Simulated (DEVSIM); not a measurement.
Device: illuminated Si n-on-p cell, one wavelength, at 300 K.

| layer (left to right) | material | thickness (μm) | Nd (cm⁻³) | Na (cm⁻³) | τn (s) | τp (s) | absorption coefficient (cm⁻¹) |
|---|---|---|---|---|---|---|---|
| 1 | Si | 0.960 | 1.3e18 | - | 5e-7 | 6.6e-6 | 1400 |
| 2 | Si | 24.0 | - | 8.8e16 | 3.3e-5 | 3.3e-5 | 1400 |

Left contact: ohmic, minority hole recombination velocity 400 cm/s. Right contact: ohmic, minority electron recombination velocity 100 cm/s. Voltage is applied to the left contact. Recombination: SRH at mid-gap, radiative, Auger. Gap narrowing is on: ΔEg = 6.92 meV × (l + √(l² + 0.5)), l = ln(N/1.3e17 cm⁻³), shared equally by both band edges. Light enters at the left, 8.5e17 photons cm⁻² s⁻¹, one pass, no reflection. Mobility is μmin + (μ − μmin)/(1 + (N/Nref)^α).

The device is made up for the run: typed textbook-type constants, with dimensions and the other settings drawn at random. Values at 300 K.

```
parameter           Si
-------------  -------
gap (eV)         1.124
affinity (eV)     4.05
permittivity      11.7
Nc (cm⁻³)      2.86e19
Nv (cm⁻³)       3.1e19
μn (cm²/Vs)       1417
μp (cm²/Vs)        470
μn,min              52
μp,min              45
Nref,n          9.7e16
Nref,p          2.2e17
αn                0.68
αp                0.72
B (cm³/s)      4.7e-15
Cn (cm⁶/s)     2.8e-31
Cp (cm⁶/s)     9.9e-32
```

Model (solved in DEVSIM): 1D drift-diffusion, Boltzmann statistics, complete ionisation; no tunnelling, impact ionisation, image-force lowering or self-heating.

### Question
Give the current under light (generator sign).

### Answer

| V (V) | J (mA/cm²) |
|---|---|
| 0.00 | 131 |
| 0.10 | 131 |
| 0.22 | 131 |
| 0.34 | 131 |
| 0.46 | 131 |
| 0.58 | 131 |
| 0.60 | 131 |
| 0.62 | 130 |
| 0.64 | 128 |
| 0.66 | 124 |
| 0.68 | 114 |
| 0.70 | 94.7 |
| 0.72 | 52.3 |
| 0.74 | -38.1 |
